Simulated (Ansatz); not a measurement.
System: SiO2 (I-42d, No. 122, 6 atoms in the cell; start mp-546794; a measured phase of this formula has another space group). Method: HSE06 (plane waves, PAW; Ansatz, a quantum-chemistry and plane-wave program).

Run with plane-wave cutoff 460 eV, 6×6×6 k mesh, Fermi–Dirac smearing 0.01 eV, scalar-relativistic PAW data made under PBE.

Cell (relaxed with PBEsol):

```cif
data_O4Si2
_chemical_formula_sum 'Si2 O4'
_space_group_name_H-M_alt 'P 1'
_space_group_IT_number 1
_cell_length_a 5.08689
_cell_length_b 5.08689
_cell_length_c 5.08689
_cell_angle_alpha 121.340
_cell_angle_beta 121.340
_cell_angle_gamma 87.694
loop_
_space_group_symop_operation_xyz
  'x, y, z'
loop_
_atom_site_label
_atom_site_type_symbol
_atom_site_fract_x
_atom_site_fract_y
_atom_site_fract_z
_atom_site_occupancy
Si1 Si 0.00000 0.00000 0.00000 1
Si2 Si 0.75000 0.25000 0.50000 1
O1 O 0.37500 0.22111 0.34611 1
O2 O 0.77889 0.12500 0.15389 1
O3 O 0.87500 0.02889 0.65389 1
O4 O 0.97111 0.62500 0.84611 1
```

Question: Predict the band gap.

Answer: 
- band gap = 7.63 eV (on the SCF k mesh) (direct)

Note: cell and atoms aren't relaxed at this level (largest force component 0.20 eV/Å, pressure -2.3 GPa).

Computed values are for the static lattice.

The result took very roughly 4 core-minutes.

A start named mp-… is a Materials Project structure, which need not be a measured phase.
